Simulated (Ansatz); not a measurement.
The cell is made up: elements placed on another compound's structure type, so the phase may be hypothetical.

Tunnelling through a barrier is set by its complex band structure: the current falls as exp(−2κd) with the smallest κ.

```
CELL_PARAMETERS angstrom
      6.12981     0.00000     0.00000
      0.00000     8.66886     0.00000
      3.06490     4.33443     3.06490
ATOMIC_POSITIONS crystal
  Zn 0.50000 0.75000 0.00000
  Zn 0.00000 0.50000 0.00000
  Ir 0.25000 0.12500 0.50000
  Ir 0.75000 0.12500 0.00000
  Ir 0.75000 0.62500 0.50000
  Ir 0.25000 0.12500 0.00000
  O  0.22822 0.88589 0.00000
  O  0.27178 0.90767 0.45644
  O  0.77178 0.88589 0.00000
  O  0.72822 0.36411 0.54356
  O  0.77178 0.88589 0.45644
  O  0.72822 0.36411 0.00000
  O  0.22822 0.34233 0.54356
  O  0.27178 0.36411 0.00000
```

Space group of this cell: Fd-3m, spinel. The cell was relaxed by PBE-D3(BJ); by r2SCAN its mean pressure is -2.0 GPa.

Transport runs along the normal of the first two printed cell vectors.

No gap correction and no spin-orbit coupling; mid-gap values are interpolated between computed energies.

**Question.** Predict the band gap and the smallest decay constant κ at mid-gap from Ansatz (a program for electronic structure) with r2SCAN.

**Answer.** Gap 1.03 eV on a 10×10×10 mesh; κ = 0.212 1/Å, at the zone centre.
